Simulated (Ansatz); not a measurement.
# A constructed model of the (111) surface of fcc Rh, (√3x√3)R30° surface alloy, Mn on one Rh site of the top plane (bottom of the slab: a bare face, its two planes held)

Computed with PBE (plane waves to 420 eV, PAW; Ansatz, a program for electronic structure).

Model: 18-atom slab, 11.1 Å thick at the start with caps and adatoms (thin: gaps and levels are the slab's own), 9x9x1 mesh, Fermi-Dirac 0.1 eV, dipole correction, 6 atoms held, the rest relaxed; symmetry of the start imposed; spin-polarised, ending with about 2.7 μB a cell; orders that need a larger cell were not tried, no spin-orbit, no U. It is one candidate, not shown to be the stable structure of the face.

```
Item                                                Result
-----------------------------  ---------------------------
work function of the top face                      4.87 eV
energy released by relaxation                     0.026 eV
magnetic moment of the cell                        2.67 μB
cost                           very roughly 8 core-minutes
```
